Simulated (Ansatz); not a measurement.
Consider MgInGaO4 (space group R3m, No. 160; a = 3.344 Å, c = 25.299 Å (hexagonal axes); a hypothetical phase, not in the database extracts checked).

Modification: an isotropic linear strain of +1.55 %, atoms relaxed at fixed cell.

Levels (all Ansatz, an electronic-structure program, PAW): PBEsol (420 eV, scalar-relativistic without spin-orbit coupling); r2SCAN (500 eV, no SOC); HSE06 (420 eV, without spin-orbit coupling).

One geometry, relaxed with PBEsol, under each level:

| level | band gap | lowest conduction level above the VBM at special points | pressure |
|---|---|---|---|
| PBEsol | 1.80 eV | Γ 1.80 eV; T 2.94 eV; L 5.46 eV; F 5.55 eV | -6.63 GPa |
| r2SCAN | 2.44 eV | Γ 2.44 eV; T 3.49 eV; L 6.22 eV; F 6.30 eV | -7.73 GPa |
| HSE06 | … | … | – |

Task: Give the withheld HSE06 results.

Result: 
- HSE06, band gap: 3.41 eV
- HSE06, lowest conduction level above the VBM at special points: Γ 3.41 eV; T 4.46 eV; L 7.31 eV

Single points use the geometry relaxed with PBEsol. Their cutoffs differ, which shifts pressures a little. HSE06 gaps are upper bounds (no full band path). No phonon test of stability was made.
